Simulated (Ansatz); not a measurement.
**A computed series for hypothetical Pm-3n GaAs: pressure series**

Base system: GaAs (space group Pm-3n, No. 223; a = 7.087 Å; a hypothetical phase, not in the database extracts checked).

Cell and atoms are relaxed at each pressure.

Levels (all Ansatz, a first-principles code, PAW): PBE (420 eV, no SOC); PBEsol (420 eV, spin-orbit coupling left out).

The base cell above is that of PBE; each level relaxes its own structures.

```json
[
 {"case": "pressure −2 GPa", "lattice parameter a, PBE": "7.203 Å", "lattice parameter a, PBEsol": "7.085 Å"},
 {"case": "pressure −1 GPa", "lattice parameter a, PBE": "7.141 Å", "lattice parameter a, PBEsol": "7.030 Å"},
 {"case": "pressure 0.3 GPa", "lattice parameter a, PBE": "7.071 Å", "lattice parameter a, PBEsol": "[?]"},
 {"case": "pressure 0.7 GPa", "lattice parameter a, PBE": "7.052 Å", "lattice parameter a, PBEsol": "6.952 Å"},
 {"case": "pressure 1.5 GPa", "lattice parameter a, PBE": "7.014 Å", "lattice parameter a, PBEsol": "6.920 Å"},
 {"case": "pressure 3 GPa", "lattice parameter a, PBE": "6.953 Å", "lattice parameter a, PBEsol": "6.864 Å"},
 {"case": "pressure 5 GPa", "lattice parameter a, PBE": "6.880 Å", "lattice parameter a, PBEsol": "[?]"},
 {"case": "pressure 7.5 GPa", "lattice parameter a, PBE": "6.803 Å", "lattice parameter a, PBEsol": "[?]"},
 {"case": "pressure 10 GPa", "lattice parameter a, PBE": "6.735 Å", "lattice parameter a, PBEsol": "[?]"}
]
```

Question: Complete the table.

Answer: 
- pressure 0.3 GPa, lattice parameter a, PBEsol: 6.969 Å
- pressure 5 GPa, lattice parameter a, PBEsol: 6.799 Å
- pressure 7.5 GPa, lattice parameter a, PBEsol: 6.729 Å
- pressure 10 GPa, lattice parameter a, PBEsol: 6.666 Å

PBE lies above PBEsol in every row, by 0.069 Å to 0.117 Å. They put the cases in the same order.

A case with no gap was solved on a k-mesh chosen for an insulator, which is coarse for it. Load acts through the strain it causes; cell and atoms are relaxed under it. Stability against distortions was not tested. Competing high-pressure phases were not computed. All final runs are without spin polarisation.
